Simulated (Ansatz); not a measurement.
**Pt, response to strain**

The reference is Pt in the fcc (Cu type) structure (space group Fm-3m, No. 225; a = 3.942 Å; relaxed with 0.1 eV smearing). Axes: x, y, z lie along the cube axes.

Strains are applied to the cell and any free atomic positions relax; under biaxial strain the out-of-plane vector relaxes too; under stress the whole cell relaxes.

All numbers come from r2SCAN, PAW, 500 eV (Ansatz, a first-principles code; no spin-orbit coupling), earlier PAW set.

Notes on the quantities. pressure: mean of the normal stresses, compression positive; energy relative to the base: free energy F.

```csv
change,pressure,energy relative to the base,space group
base,0.0 GPa,0 meV/atom,Fm-3m (No. 225)
"biaxial strain −2.23 %, plane normal [001], relaxed out of plane",4.3 GPa,+13 meV/atom,I4/mmm (No. 139)
isotropic strain −3.80 %,42.9 GPa,?,Fm-3m (No. 225)
isotropic strain −2.79 %,?,+102 meV/atom,Fm-3m (No. 225)
isotropic strain +1.26 %,-9.1 GPa,?,Fm-3m (No. 225)
isotropic strain +4.60 %,-25.0 GPa,+0.200 eV/atom,Fm-3m (No. 225)
uniaxial strain ε_xx = +0.29 %,-0.8 GPa,+0.1 meV/atom,I4/mmm (No. 139)
uniaxial strain ε_yy = +5.86 %,-12.8 GPa,+48 meV/atom,I4/mmm (No. 139)
"uniaxial stress, 3 GPa compression along z",–,+3.9 meV/atom,I4/mmm (No. 139)
"uniaxial stress, 1 GPa tension along z",–,+0.3 meV/atom,I4/mmm (No. 139)
```

Some entries are withheld; estimate them.


- isotropic strain −3.80 %, energy relative to the base: +199 meV/atom
- isotropic strain −2.79 %, pressure: 28.8 GPa
- isotropic strain +1.26 %, energy relative to the base: +17 meV/atom

Stability under load was not tested beyond the relaxation. The final runs are not spin-polarised. Pt lies near a magnetic instability that expansion can trigger; it was not tested.
